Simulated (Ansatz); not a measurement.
Consider interstitial Be in wurtzite GaN, charge state +2. Calculation: PBE, PAW (plane waves to 420 eV; Ansatz, an electronic-structure program).

Settings: 72 host sites, the relaxed PBE lattice, one k-point at (0.125, 0.250, 0.250), smearing 0.01 eV, spin-restricted, no image-charge correction. No zero-point or tunnelling terms. The charge state is imposed; whether it is stable for some Fermi level was not computed. Sites that were not tried may lie lower.

Barriers: single points on a 2×2×2 k-point mesh shifted by half a step along c at the bands' geometries.

Relaxed starting cell (atoms counted from 1):

```
BeGa36N36
1.0
    9.65543     0.00000     0.00000
   -4.82771     8.36185     0.00000
    0.00000     0.00000    10.48619
Ga N Be
36 36 1
Direct
  0.22480   0.11167   0.24037
  0.22352   0.11135   0.75281
  0.22243   0.44454   0.24815
  0.22385   0.44745   0.75456
  0.22244   0.77694   0.24817
  0.22375   0.77575   0.75432
  0.55495   0.10967   0.24895
  0.55516   0.11009   0.74943
  0.55487   0.44450   0.24894
  0.55526   0.44427   0.74942
  0.55480   0.77693   0.24816
  0.55213   0.77570   0.75447
  0.88719   0.11189   0.24009
  0.88815   0.11130   0.75279
  0.88983   0.44449   0.24894
  0.88932   0.44429   0.74943
  0.88760   0.77466   0.24045
  0.88809   0.77590   0.75282
  0.12182   0.24398   0.51276
  0.11153   0.22350   0.99817
  0.11155   0.55631   0.50161
  0.11046   0.55568   0.00075
  0.12129   0.87888   0.51234
  0.11150   0.88875   0.99809
  0.44502   0.22312   0.49966
  0.44570   0.22328   0.99855
  0.44419   0.55626   0.50169
  0.44469   0.55564   0.00075
  0.44409   0.88878   0.50150
  0.44465   0.88985   0.00076
  0.77732   0.22317   0.49977
  0.77706   0.22327   0.99850
  0.77750   0.55569   0.49944
  0.77702   0.55457   0.99860
  0.75675   0.87856   0.51256
  0.77677   0.88873   0.99809
  0.20159   0.10040   0.43648
  0.22269   0.11174   0.93945
  0.22456   0.44949   0.43726
  0.22269   0.44593   0.94045
  0.22423   0.77581   0.43727
  0.22266   0.77756   0.94028
  0.55499   0.11063   0.43777
  0.55547   0.11152   0.93736
  0.55490   0.44543   0.43770
  0.55550   0.44477   0.93736
  0.55089   0.77566   0.43723
  0.55430   0.77754   0.94041
  0.89838   0.10097   0.43654
  0.88851   0.11173   0.93947
  0.88978   0.44537   0.43774
  0.88870   0.44478   0.93736
  0.89969   0.79906   0.43627
  0.88848   0.77750   0.93943
  0.11133   0.22226   0.18711
  0.11215   0.22391   0.69415
  0.11082   0.55487   0.18885
  0.11143   0.55527   0.68878
  0.11132   0.88785   0.18690
  0.11191   0.88747   0.69398
  0.44589   0.22262   0.18838
  0.44287   0.22103   0.68605
  0.44435   0.55492   0.18883
  0.44411   0.55529   0.68886
  0.44448   0.88860   0.18888
  0.44413   0.88798   0.68870
  0.77695   0.22256   0.18832
  0.77842   0.22100   0.68610
  0.77674   0.55333   0.18843
  0.77844   0.55661   0.68595
  0.77693   0.88785   0.18698
  0.77564   0.88731   0.69410
  0.99996   0.00187   0.41356
```
Cell charge +2.

End state 1 differs by these moves (Å; atoms that move under 0.08 Å are left out):

```json
[
 {"atom": "1", "element": "Ga", "Δx": "0.17", "Δy": "-0.09", "Δz": "-0.09"},
 {"atom": "13", "element": "Ga", "Δx": "-0.18", "Δy": "-0.09", "Δz": "-0.08"},
 {"atom": "17", "element": "Ga", "Δx": "-0.01", "Δy": "0.00", "Δz": "0.10"},
 {"atom": "19", "element": "Ga", "Δx": "0.00", "Δy": "0.07", "Δz": "0.18"},
 {"atom": "23", "element": "Ga", "Δx": "-0.17", "Δy": "0.08", "Δz": "-0.12"},
 {"atom": "35", "element": "Ga", "Δx": "0.17", "Δy": "0.09", "Δz": "-0.12"},
 {"atom": "37", "element": "N", "Δx": "0.00", "Δy": "0.11", "Δz": "-0.06"},
 {"atom": "49", "element": "N", "Δx": "0.00", "Δy": "0.11", "Δz": "-0.05"},
 {"atom": "53", "element": "N", "Δx": "-0.01", "Δy": "-0.18", "Δz": "0.02"},
 {"atom": "55", "element": "N", "Δx": "-0.01", "Δy": "-0.12", "Δz": "0.17"},
 {"atom": "56", "element": "N", "Δx": "0.00", "Δy": "0.01", "Δz": "0.12"},
 {"atom": "73", "element": "Be", "Δx": "0.00", "Δy": "1.07", "Δz": "-0.63"}
]
```

Problem. Predict the forward and backward barriers to end state 1 from PBE, PAW.

Solution. forward 0.63 eV, backward 0.17 eV; at the saddle point atom 73 has neighbours Ga at 2.17; 2 N at 1.64, N at 2.14 Å. The saddle point's order was not checked, and it lies on a symmetry element of the cell, where a band can be held.
